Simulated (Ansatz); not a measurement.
## Effect of pressure 9 GPa on Cu3N

Start from Cu$_{3}$N (space group Pm-3m, No. 221; a = 3.827 Å).

Modification: a hydrostatic pressure of 9 GPa.

Level of theory: PBE (Ansatz, an electronic-structure program), no SOC. k-mesh 9×9×9 (Γ-centred); smearing 0.05 eV (Fermi–Dirac).

```json
[
 {"quantity": "volume per atom", "base": "14.01 Å³", "changed": "13.11 Å³", "shift": "-0.90 Å³"},
 {"quantity": "density", "base": "6.06 g/cm³", "changed": "6.48 g/cm³", "shift": "+0.415 g/cm³"},
 {"quantity": "lattice parameter a", "base": "3.827 Å", "changed": "3.743 Å", "shift": "-0.0834 Å"},
 {"quantity": "shortest interatomic distance", "base": "1.913 Å", "changed": "1.872 Å", "shift": "-0.0417 Å"},
 {"quantity": "band gap", "base": "0.22 eV", "changed": "zero", "shift": "–"}
]
```

Final structure:

```
Cu3N
1.0
    3.74342     0.00000     0.00000
    0.00000     3.74342     0.00000
    0.00000     0.00000     3.74342
Cu N
3 1
Direct
  0.50000   0.00000   0.00000
  0.00000   0.50000   0.00000
  0.00000   0.00000   0.50000
  0.00000   0.00000   0.00000
```

Cost of the whole job for the changed cell (relaxation, final SCF and bands): very roughly 20 core-seconds.

Load acts through the strain it causes; cell and atoms are relaxed under it. No phonon test of stability was made. Competing high-pressure phases were not computed. The final runs are not spin-polarised. The zero or small gap of Cu3N can change with the level of theory.
